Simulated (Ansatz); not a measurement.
PbZrO3 (Pm-3m, No. 221, 5 atoms in the cell; start mp-1068577; cubic high-temperature phase) was calculated with HSE06 (plane waves, PAW; Ansatz, a first-principles code).

Settings: plane-wave cutoff 500 eV, 6×6×6 k mesh, gaussian smearing 0.02 eV, scalar-relativistic PAW data made under PBE.

Cell (relaxed with r²SCAN):

```yaml
crystal:
  lattice:
    - [4.15953, 0.00000, 0.00000]
    - [0.00000, 4.15953, 0.00000]
    - [0.00000, 0.00000, 4.15953]
  atoms:
    - { symbol: Zr, position: [0.00000, 0.00000, 0.00000] }
    - { symbol: Pb, position: [0.50000, 0.50000, 0.50000] }
    - { symbol: O, position: [0.50000, 0.00000, 0.00000] }
    - { symbol: O, position: [0.00000, 0.50000, 0.00000] }
    - { symbol: O, position: [0.00000, 0.00000, 0.50000] }
```

**Question.** Estimate the band gap that the calculation returns.

**Answer.** 
band gap: 3.48 eV (on the SCF k mesh)

Note: held by symmetry at 0 K, a high-temperature phase can be a saddle point; cell and atoms aren't relaxed at this level (pressure -1.3 GPa).

Spin–orbit coupling is not included; with these elements it can move the gap by several tenths of an eV or more.

A start named mp-… is a Materials Project structure, which need not be a measured phase.
